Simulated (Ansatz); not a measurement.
We consider AlB2-type TiB2, described by RPBE in Ansatz (plane waves, PAW).

Run with plane-wave cutoff 520 eV, 18×18×12 k mesh (along the axes of the cell as run), Fermi–Dirac smearing 0.1 eV, perturbation theory, no spin polarisation, scalar-relativistic PAW data made under PBE.

Computed at the level's own relaxed cell.

Harmonic phonon frequencies (cm⁻¹; i marks an imaginary mode):

```tsv
q point	frequencies
Γ	0 0 0 500 500 500 544 872 872
M	292 310 354 509 509 541 778 811 837
K	328 328 330 529 529 635 735 735 882
```

No imaginary mode appears at these points.

Ansatz is a program for electronic structure.
